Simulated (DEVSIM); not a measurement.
System: illuminated GaAs p-on-n cell, one wavelength, at 300 K.

Layer 1 from the left is GaAs, thickness (μm) 0.0560, Na (cm⁻³) 5.3e17, τn (s) 1.6e-10, τp (s) 7.1e-10, absorption coefficient (cm⁻¹) 28000. Layer 2 from the left is GaAs, thickness (μm) 3.70, Nd (cm⁻³) 1.6e15, τn (s) 9.7e-9, τp (s) 9.7e-9, absorption coefficient (cm⁻¹) 28000.

Left contact: ohmic, minority electron recombination velocity 6000 cm/s. Right contact: ohmic, minority hole recombination velocity 10000 cm/s. Voltage is applied to the left contact. Recombination: SRH at mid-gap, radiative, Auger. Light enters at the left, 4.1e17 photons cm⁻² s⁻¹, one pass, no reflection. Mobility is constant in doping.

This is a model device: material constants are rounded textbook-type values typed into the input, and sizes, dopings and lifetimes were drawn at random. Values at 300 K.

GaAs: gap (eV) 1.424, affinity (eV) 4.07, permittivity 12.9, Nc (cm⁻³) 4.7e17, Nv (cm⁻³) 9e18, μn (cm²/Vs) 8500, μp (cm²/Vs) 400, B (cm³/s) 2e-10, Cn (cm⁶/s) 1e-30, Cp (cm⁶/s) 1e-30.

Model (solved in DEVSIM): 1D drift-diffusion, Boltzmann statistics, complete ionisation; no tunnelling, impact ionisation, image-force lowering or self-heating.

Question: What does the simulation give for the short-circuit current, the largest field in the device at zero bias, the dark forward voltage at 100 A/cm²?

Answer: short-circuit current 65.3 mA/cm²; largest field in the device at zero bias 42000 V/cm; dark forward voltage at 100 A/cm² 1.175 V.
